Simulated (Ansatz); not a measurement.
The reference is PbTe in the rock salt structure (space group Fm-3m, No. 225; a = 6.442 Å).

Structures relaxed with Ansatz (a first-principles code) PBEsol, no spin-orbit coupling.

Base:

Simulated powder pattern, Cu Kα1, λ = 1.54056 Å (kinematic, ideal powder, no thermal factors, no anomalous dispersion; the 8 strongest lines at most, above 2 %, up to 2θ = 90°):

```json
[
 {"2θ (°)": "23.91", "I/Imax (%)": "11", "hkl": "(111)"},
 {"2θ (°)": "27.67", "I/Imax (%)": "100", "hkl": "(200)"},
 {"2θ (°)": "39.53", "I/Imax (%)": "78", "hkl": "(220)"},
 {"2θ (°)": "48.94", "I/Imax (%)": "28", "hkl": "(222)"},
 {"2θ (°)": "57.15", "I/Imax (%)": "13", "hkl": "(400)"},
 {"2θ (°)": "64.65", "I/Imax (%)": "37", "hkl": "(420)"},
 {"2θ (°)": "71.72", "I/Imax (%)": "28", "hkl": "(422)"},
 {"2θ (°)": "85.13", "I/Imax (%)": "9.1", "hkl": "(440)"}
]
```

Perturbation: an isotropic linear strain of +2.28 %; the atoms relax in the strained cell.

Question: Where do the lines fall after the change?

Answer: 
Simulated powder pattern, Cu Kα1, λ = 1.54056 Å (kinematic, ideal powder, no thermal factors, no anomalous dispersion; the 8 strongest lines at most, above 2 %, up to 2θ = 90°):

```json
[
 {"2θ (°)": "23.36", "I/Imax (%)": "11", "hkl": "(111)"},
 {"2θ (°)": "27.04", "I/Imax (%)": "100", "hkl": "(200)"},
 {"2θ (°)": "38.62", "I/Imax (%)": "79", "hkl": "(220)"},
 {"2θ (°)": "47.78", "I/Imax (%)": "29", "hkl": "(222)"},
 {"2θ (°)": "55.76", "I/Imax (%)": "14", "hkl": "(400)"},
 {"2θ (°)": "63.04", "I/Imax (%)": "38", "hkl": "(420)"},
 {"2θ (°)": "69.88", "I/Imax (%)": "28", "hkl": "(422)"},
 {"2θ (°)": "89.09", "I/Imax (%)": "20", "hkl": "(442)"}
]
```

The indices refer to the base's conventional cell; one index is shown for lines that coincide.

Stability against distortions was not tested.
